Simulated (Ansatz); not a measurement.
## ZnS: pressure series

Take ZnS in the zinc blende structure (space group F-43m, No. 216) as the base.

```
ZnS
1.0
    0.00000     2.72172     2.72172
    2.72172     0.00000     2.72172
    2.72172     2.72172     0.00000
S Zn
1 1
Cartesian
  4.08258   4.08258   4.08258
  0.00000   0.00000   0.00000
```

Cell and atoms are relaxed at each pressure.

The values are results of PBE in Ansatz (plane waves to 420 eV, PAW, spin-orbit coupling left out), not measurements.

Candidates:
(a) pressure 30 GPa
(b) pressure −2 GPa
(c) pressure 4.2 GPa
(d) pressure 9 GPa

Before the change:

The band gap is 2.02 eV.

Problem. Order them by band gap, highest first.

Solution. (a) pressure 30 GPa (2.79 eV), (d) pressure 9 GPa (2.47 eV), (c) pressure 4.2 GPa (2.25 eV), (b) pressure −2 GPa (1.88 eV)

Load acts through the strain it causes; cell and atoms are relaxed under it. Whether these cells are dynamically stable was not tested. Measured, ZnS leaves this structure (for rock salt) near 14.7 GPa (temperature not stated; as listed in Datta, Sujoy, Jana, Debnarayan, arXiv (2020)), on rising pressure, with hysteresis.

Ansatz is a quantum-chemistry and plane-wave program.
